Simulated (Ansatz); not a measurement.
Take Pt in the fcc (Cu type) structure (space group Fm-3m, No. 225) as the base.

```
CELL_PARAMETERS angstrom
      0.00000     1.97013     1.97013
      1.97013     0.00000     1.97013
      1.97013     1.97013     0.00000
ATOMIC_POSITIONS crystal
  Pt 0.00000 0.00000 0.00000
```

Cartesian axes are those of the cell as printed.

All numbers come from Kohn–Sham DFT with the r2SCAN functional, run in Ansatz (a program for electronic structure) with PAW and 500 eV plane waves, scalar-relativistic without spin-orbit coupling.

For the base:

The pressure comes out as 0.0 GPa. The shortest interatomic distance is 2.786 Å and the band gap comes out as zero.

Perturbation: biaxial strain −2.33 %, plane normal [001], relaxed out of plane (Cartesian); in-plane vectors clamped, the third vector and the atoms free.

### Question
How does this affect the pressure, shortest interatomic distance, energy relative to the base and band gap?

### Answer
The pressure (mean of the normal stresses, compression positive) goes from zero to 4.4 GPa; the shortest interatomic distance shrinks by 0.065 Å to 2.721 Å; the energy increases by 14 meV/atom; the band gap is still zero.

Without a gap, meshes like the base's 20×20×20 leave anisotropic stresses uncertain by several tenths of a GPa, and small strain energies with them. Stability against distortions was not tested. All final runs are without spin polarisation.
